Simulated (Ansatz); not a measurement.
Functionals compared on a constructed model of the (110) surface of bcc Mo, a pseudomorphic layer of Ge in the host's stacking (bottom of the slab: a bare face, its two planes held), in Ansatz (plane waves, PAW). The structure was relaxed with PBE; the other rows are single points on it. Cutoff 420 eV (500 eV for r2SCAN).

Slab: 7 atoms, 13.6 Å thick at the start with caps and adatoms (thin: gaps and levels are the slab's own); k 14x14x1, smearing 0.1 eV, dipole-corrected; 2 atoms held, the rest relaxed; symmetry of the start imposed; no spin, no spin-orbit, no U. It is one candidate, not shown to be the stable structure of the face. These notes are the PBE run's.

```csv
functional,work function of the top face (eV),rough cost of the single point
PBE,4.79,–
RPBE,4.69,around 40 core-seconds (rough)
r2SCAN,4.99,around 90 core-seconds (rough)
```

Ansatz is a program for electronic structure.
